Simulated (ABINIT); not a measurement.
ABINIT run on KF (Fm-3m, 2 atoms in the cell): self-consistent single point

Method: PBE, PAW (JTH v2.0 PBE PAW) (plane waves; ABINIT 10.0.3).

This input was run:

```
# KF, JTH v2.0 PBE PAW
pp_dirpath "./"
pseudos "K.GGA_PBE-JTH.xml, F.GGA_PBE-JTH.xml"
acell 3*1.0
rprim
         0.0000000000    5.0550173834    5.0550173834
         5.0550173834    0.0000000000    5.0550173834
         5.0550173834    5.0550173834   -0.0000000000
natom 2
ntypat 2
znucl 19 9
typat 1 2
xred
         0.0000000000    0.0000000000    0.0000000000
         0.5000000000    0.5000000000    0.5000000000
ecut 24
pawecutdg 48
pawxcdev 0
ixc 11
occopt 3
tsmear 0.01 eV
nband 13
kptopt 1
ngkpt 9 9 9
nshiftk 1
shiftk 0 0 0
nstep 50
tolvrs 1.0e-12
prtwf 0
prtden 0
```

Output (repeated stretches shortened):

```
 Symmetries : space group Fm -3 m (#225); Bravais cF (face-center cubic)

 -outvars: echo values of preprocessed input variables --------
            acell      1.0000000000E+00  1.0000000000E+00  1.0000000000E+00 Bohr
             ecut      2.40000000E+01 Hartree
              ixc          11
         kptrlatt        9    0    0      0    9    0      0    0    9
          kptrlen      6.43398673E+01
            natom           2
            nband          13
            ngfft          32      32      32
          ngfftdg          48      48      48
             nkpt          35
            nstep          50
             nsym          48
           ntypat           2
           occopt           3
        pawecutdg      4.80000000E+01 Hartree
         pawxcdev           0
            rprim      0.0000000000E+00  5.0550173834E+00  5.0550173834E+00
                       5.0550173834E+00  0.0000000000E+00  5.0550173834E+00
                       5.0550173834E+00  5.0550173834E+00 -0.0000000000E+00
          spgroup         225
           tolvrs      1.00000000E-12
           tsmear      3.67493254E-04 Hartree
            typat      1  2
           useylm           1
             xred      0.0000000000E+00  0.0000000000E+00  0.0000000000E+00
                       5.0000000000E-01  5.0000000000E-01  5.0000000000E-01
            znucl       19.00000    9.00000

== DATASET  1 ==================================================================

 Exchange-correlation functional for the present dataset will be:
  GGA: Perdew-Burke-Ernzerhof functional - ixc=11
 Citation for XC functional:
  J.P.Perdew, K.Burke, M.Ernzerhof, PRL 77, 3865 (1996)

 Real(R)+Recip(G) space primitive vectors, cartesian coordinates (Bohr,Bohr^-1):
 R(1)=  0.0000000  5.0550174  5.0550174  G(1)= -0.0989116  0.0989116  0.0989116
 R(2)=  5.0550174  0.0000000  5.0550174  G(2)=  0.0989116 -0.0989116  0.0989116
 R(3)=  5.0550174  5.0550174  0.0000000  G(3)=  0.0989116  0.0989116 -0.0989116
 Unit cell volume ucvol=  2.5834375E+02 bohr^3
 Angles (23,13,12)=  6.00000000E+01  6.00000000E+01  6.00000000E+01 degrees

 Coarse grid specifications (used for wave-functions):

 getcut: wavevector=  0.0000  0.0000  0.0000  ngfft=  32  32  32
         ecut(hartree)=     24.000   => boxcut(ratio)=   2.02975

 Fine grid specifications (used for densities):

 getcut: wavevector=  0.0000  0.0000  0.0000  ngfft=  48  48  48
         ecut(hartree)=     48.000   => boxcut(ratio)=   2.15287

   2.96023763E+02                                ecore*ucvol(ha*bohr**3)

_setup2: Arith. and geom. avg. npw (full set) are    1450.438    1450.421

--- !BeginCycle
solver: {iscf: 17, nstep: 50, nline: 4, wfoptalg: 10, }
tolerances: {tolvrs: 1.00E-12, }
...

     iter   Etot(hartree)      deltaE(h)  residm     nres2
 ETOT  1  -52.964160901692    -5.296E+01 1.843E-01 2.775E+01
 ETOT  2  -53.039939628819    -7.578E-02 1.612E-02 2.123E+01
 ETOT  3  -53.026177051984     1.376E-02 2.952E-03 2.298E+00
 ETOT  4  -53.025400305380     7.767E-04 2.464E-03 8.020E-01
 ETOT  5  -53.025429587215    -2.928E-05 1.478E-03 3.678E-02
 ETOT  6  -53.025514980635    -8.539E-05 8.477E-04 4.765E-03
   [... 4 lines left out ...]
 ETOT 11  -53.025516417436    -2.130E-10 1.214E-04 1.937E-08
 ETOT 12  -53.025516417441    -5.613E-12 1.861E-04 2.972E-10
 ETOT 13  -53.025516417442    -6.111E-13 2.778E-05 8.727E-11
 ETOT 14  -53.025516417442     1.208E-13 4.123E-05 1.843E-12
 ETOT 15  -53.025516417441     5.187E-13 5.977E-06 8.183E-14

 At SCF step   15       nres2   =  8.18E-14 < tolvrs=  1.00E-12 =>converged.

 Cartesian components of stress tensor (hartree/bohr^3)
  sigma(1 1)= -4.18915597E-05  sigma(3 2)=  0.00000000E+00
  sigma(2 2)= -4.18915597E-05  sigma(3 1)=  0.00000000E+00
  sigma(3 3)= -4.18915597E-05  sigma(2 1)=  0.00000000E+00

 ----iterations are completed or convergence reached----

 reduced coordinates (array xred) for    2 atoms
       0.000000000000      0.000000000000      0.000000000000
       0.500000000000      0.500000000000      0.500000000000
 cartesian forces (eV/Angstrom) at end:
    1     -0.00000000000000    -0.00000000000000    -0.00000000000000
    2     -0.00000000000000    -0.00000000000000    -0.00000000000000
 frms,max,avg= 0.0000000E+00 0.0000000E+00   0.000E+00  0.000E+00  0.000E+00 e/A
 length scales=  1.000000000000  1.000000000000  1.000000000000 bohr
              =  0.529177208590  0.529177208590  0.529177208590 angstroms
 Fermi (or HOMO) energy (hartree) =   0.13655   Average Vxc (hartree)=  -0.30594
 Eigenvalues (hartree) for nkpt=  35  k points:
 kpt#   1, nband= 13, wtk=  0.00137, kpt=  0.0000  0.0000  0.0000 (reduced coord)
  -0.97779   -0.70323   -0.36237   -0.36237   -0.36237   -0.01743   -0.01743   -0.01743
   0.20870    0.37461    0.37461    0.37461    0.43527
      occupation numbers for kpt#   1
   2.00000    2.00000    2.00000    2.00000    2.00000    2.00000    2.00000    2.00000
   0.00000    0.00000    0.00000    0.00000    0.00000
 prteigrs : prtvol=0 or 1, do not print more k-points.

--- !EnergyTerms
comment             : Components of total free energy in Hartree
kinetic             :  1.79769593140030E+01
hartree             :  1.45625079956429E+01
xc                  : -7.43372198489544E+00
Ewald energy        : -3.62678482340020E+01
psp_core            :  1.14585224303697E+00
local_psp           : -4.77086916765171E+01
spherical_terms     :  4.69942583824783E+00
internal            : -5.30255165044838E+01
'-kT*entropy'       :  2.50878584706553E-16
total_energy        : -5.30255165044838E+01
total_energy_eV     : -1.44289768397827E+03
...

-Cartesian components of stress tensor (GPa)         [Pressure=  1.2325E+00 GPa]
- sigma(1 1)= -1.23249203E+00  sigma(3 2)=  0.00000000E+00
- sigma(2 2)= -1.23249203E+00  sigma(3 1)=  0.00000000E+00
- sigma(3 3)= -1.23249203E+00  sigma(2 1)=  0.00000000E+00

 Calculation completed.
```

The run converged in 15 iterations.

The starting cell has typed, rounded lattice constants, without a prior relaxation at this level.

Cost on one core of a shared machine: roughly 30 s.
